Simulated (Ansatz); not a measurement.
The parent structure is MgSe in the rock salt structure (space group Fm-3m, No. 225; a = 5.391 Å). Axes: x, y, z lie along the cube axes.

Method: Ansatz (a quantum-chemistry and plane-wave program) LDA, no spin-orbit coupling.

Before the change:

The electron mass comes out as 0.49 mₑ along k, 0.23 mₑ across (at X). The band gap is 1.72 eV.

Perturbation: compressive biaxial strain of 0.50 % in the plane normal to [001], as in epitaxy on a mismatched substrate; the out-of-plane cell vector and the atoms relax.

**Question.** What happens to the hole mass, in-plane stress, electron mass, band gap and out-of-plane strain?

**Answer.** The hole mass comes out as 0.16 mₑ out of plane, 0.75 mₑ in plane (at Γ); the mean in-plane stress (compression positive) is +0.8 GPa; the electron mass changes from 0.49 mₑ along k, 0.23 mₑ across (at X) to 0.48 mₑ along k, 0.23 mₑ across (at X); the band gap falls by 0.03 eV (1.72 eV → 1.69 eV); the out-of-plane strain amounts to +0.26 %.

Masses are band curvatures over ±0.01 Å⁻¹ around the edge. Along k means along the line from Γ to the band edge. No phonon test of stability was made.
